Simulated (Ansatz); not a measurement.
The starting structures come from a database of crystals and need not be the phases stable at ambient conditions.

Inside the gap of an insulator the Bloch states are evanescent, with a wavenumber k + iκ along the transport direction.

Data:

```
CELL_PARAMETERS angstrom
      6.17272     0.00000     0.00000
     -0.01638     8.74966     0.00000
      0.00000     0.00000     6.18182
ATOMIC_POSITIONS crystal
  Ba 0.99898 0.74944 0.00519
  Ba 0.00102 0.25056 0.99481
  Ba 0.50102 0.75056 0.50519
  Ba 0.49898 0.24944 0.49481
  La 0.50000 0.00000 0.00000
  La 0.00000 0.50000 0.50000
  Sb 0.00000 0.00000 0.50000
  Sb 0.50000 0.50000 0.00000
  O  0.99802 0.23082 0.50793
  O  0.00198 0.76918 0.49207
  O  0.50198 0.26918 0.00793
  O  0.49802 0.73082 0.99207
  O  0.74538 0.49842 0.78388
  O  0.25462 0.50158 0.21612
  O  0.75462 0.00158 0.28388
  O  0.24538 0.99842 0.71612
  O  0.21661 0.00486 0.25520
  O  0.78339 0.99514 0.74480
  O  0.28339 0.49514 0.75520
  O  0.71661 0.50486 0.24480
```

Space group of this cell: P2_1/c. The cell is taken as given; by PBEsol its mean pressure is -4.8 GPa.

Transport runs along the normal of the first two printed cell vectors.

The gap is the functional's own. No spin-orbit coupling. Mid-gap values are interpolated on the energy grid.

Q: Predict the band gap and the smallest decay constant κ at mid-gap from Ansatz (a program for electronic structure) with PBEsol.

A: Gap 3.75 eV on a 6×4×6 mesh; κ = 0.328 1/Å, at the zone centre.
